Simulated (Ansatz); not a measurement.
Take NbP in the CsCl type structure (space group Pm-3m, No. 221; a = 3.110 Å; a hypothetical phase, not in the database extracts checked) as the base.

(Cell as relaxed with PBE.)

Levels (all Ansatz, a quantum-chemistry and plane-wave program, PAW): PBE (420 eV, scalar-relativistic without spin-orbit coupling); PBEsol (420 eV, no SOC).

Each level relaxes its own structure.

```
base                      PBE    PBEsol
-------------------  --------  --------
volume per atom      15.04 Å³  14.60 Å³
lattice parameter a   3.110 Å   3.079 Å
band gap                 zero      zero
```

Now apply this change: hydrostatic tension (pressure −2 GPa).

```json
[
 {"quantity": "shortest interatomic distance", "PBE": "2.703 Å", "PBEsol": "…"},
 {"quantity": "band gap", "PBE": "zero", "PBEsol": "…"}
]
```

Predict the PBEsol column.


- shortest interatomic distance, PBEsol: 2.675 Å
- band gap, PBEsol: zero

PBE's shortest interatomic distance lies 0.0275 Å above PBEsol's (1.0 %); the two agree on the band gap. Neither level is exact; PBEsol is the comparison here, not a measurement.

Load acts through the strain it causes; cell and atoms are relaxed under it. Stability against distortions was not tested. The final runs are not spin-polarised.
